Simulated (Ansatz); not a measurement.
Ansatz (an electronic-structure program) run on CaS (Fm-3m, 2 atoms in the cell): self-consistent single point.

Level of theory: LDA (PW92), default PAW files made with PBE (plane waves; Ansatz).

```
CELL_PARAMETERS angstrom
      0.00000     2.84500     2.84500
      2.84500     0.00000     2.84500
      2.84500     2.84500     0.00000
ATOMIC_POSITIONS crystal
  Ca 0.00000 0.00000 0.00000
  S  0.50000 0.50000 0.50000
```

Reference input (self-consistent single point, DFT, PBE, plane waves, default PAW files): kpoints.mp_grid.grid = 10 10 10; hamiltonian.xc = pbe; hamiltonian.pseudopotentials = {kind: paw} (the program's default PAW files); scf.occupations.method = fermi_dirac; scf.occupations.width = 0.0015 Ry. This run's input differs from it in these lines:

Ansatz 0.2 input:
```diff
@@ -11,3 +11,3 @@
 hamiltonian:
-  xc: pbe
+  xc: lda
   pseudopotentials: { kind: paw }
```

Output (repeated stretches shortened):

```
SCF iter   1: F=—  HF=-2646.666355 eV  |F-HF|=—  |Δ(HF+E_count)|=         —  Δρ=5.76e-3  dr2=1.57e-2  ethr=1.77e-3  ⟨swp⟩=6.9  Hψ=3957  notcnv=0
all-band conjugate gradients solve this SCF's bands
preconditioner: auto → none
SCF iter   2: F=—  HF=-2646.661750 eV  |F-HF|=—  |Δ(HF+E_count)|=   4.61e-3  Δρ=2.60e-3  dr2=1.46e-3  ethr=9.79e-5  ⟨swp⟩=2.4  Hψ=1258  notcnv=0
SCF iter   3: F=—  HF=-2646.661424 eV  |F-HF|=—  |Δ(HF+E_count)|=   3.26e-4  Δρ=9.49e-4  dr2=2.97e-4  ethr=9.15e-6  ⟨swp⟩=2.6  Hψ=1012  notcnv=0
SCF iter   4: F=—  HF=-2646.661357 eV  |F-HF|=—  |Δ(HF+E_count)|=   6.65e-5  Δρ=1.42e-4  dr2=7.53e-6  ethr=1.86e-6  ⟨swp⟩=2.0  Hψ=696  notcnv=0
SCF iter   5: F=—  HF=-2646.661355 eV  |F-HF|=—  |Δ(HF+E_count)|=   2.15e-6  Δρ=1.86e-5  dr2=5.12e-8  ethr=4.70e-8  ⟨swp⟩=2.0  Hψ=746  notcnv=0
SCF iter   6: F=-2646.661355 eV  HF=-2646.661355 eV  |F-HF|=2.56e-9  |Δ(HF+E_count)|=   9.82e-9  Δρ=2.89e-6  dr2=3.57e-9  ethr=3.20e-10  ⟨swp⟩=2.0  Hψ=1919  notcnv=0
SCF 1 converged in 6 iterations: F = -2646.661355 eV  dr2 = 3.57e-9
Free energy (F): -2646.661355 eV
Internal energy: -2646.661355 eV  (E = F + TS)
E sigma→0 (E₀):  -2646.661355 eV
Fermi energy:    6.839455 eV
--- Forces (eV/Å), atoms counted from 1 ---
  atom   1  Ca    -0.00000000     0.00000000     0.00000000
  atom   2  S      0.00000000     0.00000000    -0.00000000
--- Stress (GPa, compression-positive) ---
       -3.948471      -0.000000      -0.000000
       -0.000000      -3.948471       0.000000
       -0.000000       0.000000      -3.948471
  P = ⅓ Tr σ = -3.9485 GPa (-39.485 kbar)
  The stress holds the Pulay correction. Without it, at fixed plane waves, as pw.x and ABINIT print it: P = -3.9546 GPa
```

The run converged in 6 iterations. Against the reference run the pressure goes from 0.67 to -3.95 GPa and the gap on the mesh goes from 2.356 to 2.145 eV.

The starting cell has typed, rounded lattice constants, without a prior relaxation at this level. With a pressure of about -4 GPa the cell is away from its equilibrium volume at this level. Ansatz's pressure includes its estimate of the finite-basis (Pulay) stress.
